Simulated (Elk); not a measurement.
**A self-consistent single point of MnI2 (P-3m1, 3 atoms in the cell) with Elk**

Method of the run: Elk with PBEsol, all-electron FP-LAPW, Elk's shipped species files, APW+lo basis with extra local orbitals.

The input file:

```
tasks
  0

xctype
  22

spinpol
  .true.

reducebf
  0.5

tforce
  .true.

rgkmax
  8.0

gmaxvr
  18.0

lmaxapw
  10

lmaxo
  8

nxlo
  2

lorbcnd
  .true.

lradstp
  2

nrmtscf
  2.0

lmaxi
  4

nempty
  12

stype
  3

swidth
  0.00183747

avec
    7.8774743347    0.0000000450    0.0000000000
   -3.9387372063    6.8220928690    0.0000000000
    0.0000000000    0.0000000000   13.5043608318

sppath
  'species/'

atoms
  2   : nspecies
  'Mn.in'   : spfname
  1   : natoms; atposl, bfcmt below
  0.0000000000  0.0000000000  0.0000000000    0.0 0.0 -4.0
  'I.in'   : spfname
  2   : natoms; atposl, bfcmt below
  0.3333333333  0.6666666667  0.2308900000    0.0 0.0 0.0
  0.6666666667  0.3333333333  0.7691100000    0.0 0.0 0.0

ngridk
  5 5 3
```

Output, abridged:

```
│ Elk code version 10.2.4 │

All units are atomic (Hartree, Bohr, etc.)

│ Ground-state run starting from atomic densities │

Lattice vectors :
   7.877474335      0.4500000000E-07   0.000000000
  -3.938737206       6.822092869       0.000000000
   0.000000000       0.000000000       13.50436083

Unit cell volume      :    725.7359873
Brillouin zone volume :   0.3417912544

Muffin-tin inner radius fraction :   0.1000000000E-01

Nuclei treated as point charges

Species :    1 (Mn)
 parameters loaded from : Mn.in
 name : manganese
 nuclear charge    :   -25.00000000
 electronic charge :    25.00000000
 atomic mass :    100145.9369
 muffin-tin radius :    2.400000000
 number of radial points in muffin-tin :    999
 atomic positions (lattice), magnetic fields (Cartesian) :
   1 :   0.00000000  0.00000000  0.00000000    0.00000000  0.00000000 -4.00000000

Species :    2 (I)
 parameters loaded from : I.in
 name : iodine
 nuclear charge    :   -53.00000000
 electronic charge :    53.00000000
 atomic mass :    231332.6970
 muffin-tin radius :    2.600000000
 number of radial points in muffin-tin :   1199
 atomic positions (lattice), magnetic fields (Cartesian) :
   1 :   0.33333333 -0.33333333  0.23089000    0.00000000  0.00000000  0.00000000
   2 :  -0.33333333  0.33333333 -0.23089000    0.00000000  0.00000000  0.00000000

Total number of atoms per unit cell :    3

Spin treatment :
 spin-polarised
 global magnetic field (Cartesian) :    0.000000000       0.000000000       0.000000000
 collinear magnetisation in z-direction

Number of Bravais lattice symmetries :   24
Number of crystal symmetries         :   12
Crystal has inversion symmetry
Real symmetric eigensolver will be used

k-point grid :      5     5     3
k-point offset :    0.000000000       0.000000000       0.000000000
k-point set is reduced with full crystal symmetry group
Total number of k-points :       12

   [... lines left out ...]
Maximum |G| for potential and density :    18.00000000
 potential will be trimmed for |G| > 2 gkmax
Constant for pseudocharge density :   12
Radial integration step length :    2

G-vector grid sizes :     48    48    80
Number of G-vectors :    71477

Maximum angular momentum used for
 APW functions                      :   10
 outer part of muffin-tin           :    8
 inner part of muffin-tin           :    4

Total nuclear charge    :   -131.0000000
Total core charge       :    82.00000000
Total valence charge    :    49.00000000
Total excess charge     :    0.000000000
Total electronic charge :    131.0000000

Effective Wigner radius, rₛ :    1.097672839

Number of empty states         :   36
Total number of valence states :  122
Total number of core states    :   82

Conduction state local-orbitals added automatically
Total number of local-orbitals :  339

Exchange-correlation functional :     22     0     0
 PBEsol, Phys. Rev. Lett. 100, 136406 (2008)
 gradient requirement :    1
 generalised gradient approximation (GGA)

Smearing type :    3
 Fermi-Dirac
Smearing width :   0.1837470000E-02
Effective electronic temperature (K) :    580.2271348

Mixing type :    3
 Broyden mixing, J. Phys. A: Math. Gen. 17, L317 (1984)

Kohn-Sham potential initialised from atomic data
│ Self-consistent loop started │
│ Loop number : 1 │
 total energy                :     -15405.7803475
 total moment                :    4.809361996
│ Loop number : 2 │
 total energy                :     -15405.6670225
 total moment                :    4.855625564
RMS change in Kohn-Sham potential (target) :    2.965696788     (  0.1000000000E-05)
Absolute change in total energy (target)   :   0.1133250143     (  0.1000000000E-03)
│ Loop number : 3 │
 total energy                :     -15437.2263426
 total moment                :   0.1252398524
RMS change in Kohn-Sham potential (target) :    2.640534259     (  0.1000000000E-05)
Absolute change in total energy (target)   :    31.53098881     (  0.1000000000E-03)
│ Loop number : 4 │
 total energy                :     -15389.7299021
 total moment                :   -4.999970959
RMS change in Kohn-Sham potential (target) :    1.382708959     (  0.1000000000E-05)
Absolute change in total energy (target)   :    39.61369333     (  0.1000000000E-03)
│ Loop number : 5 │
 total energy                :     -15388.4900951
   [... lines left out ...]
 total moment                :   -4.999972214
RMS change in Kohn-Sham potential (target) :   0.2643883463E-04 (  0.1000000000E-05)
Absolute change in total energy (target)   :   0.1066212557E-02 (  0.1000000000E-03)
│ Loop number : 17 │
 total energy                :     -15389.8273884
 total moment                :   -4.999972215
RMS change in Kohn-Sham potential (target) :   0.8452936274E-05 (  0.1000000000E-05)
Absolute change in total energy (target)   :   0.5473647161E-03 (  0.1000000000E-03)
│ Loop number : 18 │
 total energy                :     -15389.8276277
 total moment                :   -4.999972216
RMS change in Kohn-Sham potential (target) :   0.4589681936E-05 (  0.1000000000E-05)
Absolute change in total energy (target)   :   0.1024703251E-03 (  0.1000000000E-03)
│ Loop number : 19 │
 total energy                :     -15389.8275172
 total moment                :   -4.999972217
RMS change in Kohn-Sham potential (target) :   0.8454305099E-06 (  0.1000000000E-05)
Absolute change in total energy (target)   :   0.8489424181E-04 (  0.1000000000E-03)
Convergence targets achieved

│ Loop number : 20 │

Energies :
 Fermi                       :     0.130703366775
 sum of eigenvalues          :     -9352.03149480
 electron kinetic            :      16255.1818444
 core electron kinetic       :      15755.8178665
 Coulomb                     :     -31236.4388274
 Coulomb potential           :     -25070.2498072
 nuclear-nuclear             :     -1139.11605912
 electron-nuclear            :     -35124.3957293
 Hartree                     :      5027.07296103
 Madelung                    :     -18701.3139238
 xc potential                :     -536.602149796
 xc effective B-field        :    -0.361388670788
 external B-field            :      0.00000000000
 exchange                    :     -400.845550985
 correlation                 :     -7.72498592283
 electron entropic           :    -0.108546013574E-06
 total energy                :     -15389.8275200
 (external B-field energy excluded from total)

Density of states at Fermi energy :   0.2551541299E-02
 (states/Hartree/unit cell)

Estimated indirect band gap :   0.4053864045E-01
 from k-point      6 to k-point      9
Estimated direct band gap   :   0.4575227871E-01
 at k-point      3

Charges :
 core                        :    82.00000000
 valence                     :    49.00000000
 interstitial                :    5.714542595
 muffin-tins (core leakage)
  species :    1 (Mn)
   atom    1                 :    23.40620849     (  0.1065814104E-13)
  species :    2 (I)
   atom    1                 :    50.93962446     (  0.2024972986E-03)
   atom    2                 :    50.93962446     (  0.2024972986E-03)
 total in muffin-tins        :    125.2854574
 total calculated charge     :    130.9994769
 total charge                :    131.0000000
 error                       :   0.5231153063E-03

Moments :
 interstitial                :  -0.3969448771
 muffin-tins
  species :    1 (Mn)
   atom    1                 :   -4.395738134
  species :    2 (I)
   atom    1                 :  -0.1036446037
   atom    2                 :  -0.1036446037
 total in muffin-tins        :   -4.603027341
 total moment                :   -4.999972218

│ Self-consistent loop stopped │

Forces :
 species :    1 (Mn)
  atom :    1
   Hellmann-Feynman          :     0.00000000   -0.00000000   -0.00000000
   IBS                       :    -0.00000000    0.00000000    0.00000000
   total force               :     0.00000000    0.00000000   -0.00000000
   total magnitude           :     0.00000000
 species :    2 (I)
  atom :    1
   Hellmann-Feynman          :    -0.00000000    0.00000000    0.05384853
   IBS                       :     0.00000000    0.00000000   -0.06049219
   total force               :     0.00000000    0.00000000   -0.00664366
   total magnitude           :     0.00664366
  atom :    2
   Hellmann-Feynman          :     0.00000000   -0.00000000   -0.05384853
   IBS                       :    -0.00000000    0.00000000    0.06049219
   total force               :    -0.00000000   -0.00000000    0.00664366
   total magnitude           :     0.00664366
```

The run converged in 20 iterations. The count includes the last loop, which Elk runs after its targets are met.

The starting cell comes from a database of computed structures (which also holds hypothetical and non-ambient phases and stackings), without a prior relaxation at this level. Spin-orbit coupling is off. With one magnetic atom in the cell only a parallel order is possible. Values depend on the basis (sphere radii, cutoffs, local orbitals), which need not be converged.

Cost on one core of a shared machine: roughly 2 min.
